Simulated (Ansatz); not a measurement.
Mg2NbN3 (C2/m, No. 12, 12 atoms in the cell; start mp-1247557)

Method: PBEsol (plane waves, PAW; Ansatz, an electronic-structure program).

Run with plane-wave cutoff 520 eV, 8×8×8 k mesh, Fermi–Dirac smearing 0.01 eV, no spin polarisation, scalar-relativistic PAW data made under PBE.

Cell (relaxed with PBEsol):

```cif
data_Mg8N12Nb4
_chemical_formula_sum 'Mg8 Nb4 N12'
_space_group_name_H-M_alt 'C2/m'
_space_group_IT_number 12
_space_group_name_Hall '-C 2y'
_cell_length_a 5.34043
_cell_length_b 9.23685
_cell_length_c 5.33244
_cell_angle_alpha 90.000
_cell_angle_beta 109.637
_cell_angle_gamma 90.000
loop_
_atom_site_label
_atom_site_type_symbol
_atom_site_symmetry_multiplicity
_atom_site_Wyckoff_symbol
_atom_site_fract_x
_atom_site_fract_y
_atom_site_fract_z
_atom_site_occupancy
Mg1 Mg 4 h 0.50000 0.33671 0.50000 1
Mg2 Mg 2 d 0.00000 0.50000 0.50000 1
Mg3 Mg 2 a 0.00000 0.00000 0.00000 1
Nb1 Nb 4 g 0.00000 0.33192 0.00000 1
N1 N 8 j 0.25151 0.17373 0.23336 1
N2 N 4 i 0.23221 0.50000 0.23823 1
```
(The calculation used a cell of 12 atoms; values per cell refer to that cell.)

```
Item                                           Value
-------------------------------------------  -------
band gap                                     0.82 eV
smallest direct gap on the k points sampled  1.18 eV
Γ–Γ gap                                      2.20 eV
```

Spin–orbit coupling is not included.

Static lattice: no zero-point or thermal effects.

A start named mp-… is a Materials Project structure, which need not be a measured phase.
